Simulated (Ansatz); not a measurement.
Base system: Ag in the fcc (Cu type) structure (space group Fm-3m, No. 225; relaxed with 0.1 eV smearing).

```xyz
1
Lattice="0.0000 2.0004 2.0004 2.0004 0.0000 2.0004 2.0004 2.0004 0.0000" Properties=species:S:1:pos:R:3 pbc="T T T"
Ag     0.0000     0.0000     0.0000
```

Cartesian axes are those of the cell as printed.

Calculations: LDA (Ansatz, a program for electronic structure), scalar-relativistic without spin-orbit coupling.

One thing is altered: the cell is scaled by 0.9700 in all directions, atoms relaxed at fixed cell.

Task: Predict the stress tensor and what it implies for the stiffness.

Result: Stress of the strained cell less that of the base (GPa, compression positive):
```
   16.4     0.0     0.0
    0.0    16.4     0.0
    0.0     0.0    16.4
```

Then B = −ΔP/(ΔV/V₀) with ΔV/V₀ = -0.0873 gives secant stiffness values (nonlinear terms included at this strain): B ≈ 188 GPa.

As a check, the harmonic strain energy −½ V₀ Δσ:ε is 74 meV/atom; the computed energy rise is 65 meV/atom.

No phonon test of stability was made.
